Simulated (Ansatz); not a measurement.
System: WTe₂ (P6₃/mmc, No. 194, 6 atoms in the cell; start mp-1019322; a measured phase of this formula has another space group). Method: LDA (plane waves, PAW; Ansatz, a quantum-chemistry and plane-wave program).

Run with plane-wave cutoff 520 eV, 12×12×4 k mesh (along the axes of the cell as run), Fermi–Dirac smearing 0.01 eV, no spin polarisation, scalar-relativistic PAW data made under PBE.

Cell (relaxed at this level):

WTe2 is taken in the hexagonal space group P6₃/mmc (No. 194), Pearson symbol hP6. Lattice parameters: a = b = 3.476 Å, c = 13.826 Å, α = β = 90.00°, γ = 120.00°. Te on 4f has 3 W at 2.698 Å (trigonal pyramidal). W on 2c is coordinated by 6 Te at 2.698 Å (trigonal prismatic). (Neighbours: up to the widest gap in distance over summed covalent radii, below 1.35, at either atom; cation-cation and far metal-metal contacts left out.)

Problem. Give the computed band gap, smallest direct gap on the k points sampled and direct gap at Γ.

Solution. 
band gap: 0.74 eV
smallest direct gap on the k points sampled: 1.09 eV
direct gap at Γ: 3.10 eV

Spin–orbit coupling is not included; with these elements it can move the gap by several tenths of an eV or more.

Static lattice: no zero-point or thermal effects.

The result took very roughly 50 core-seconds.

A start named mp-… is a Materials Project structure, which need not be a measured phase.
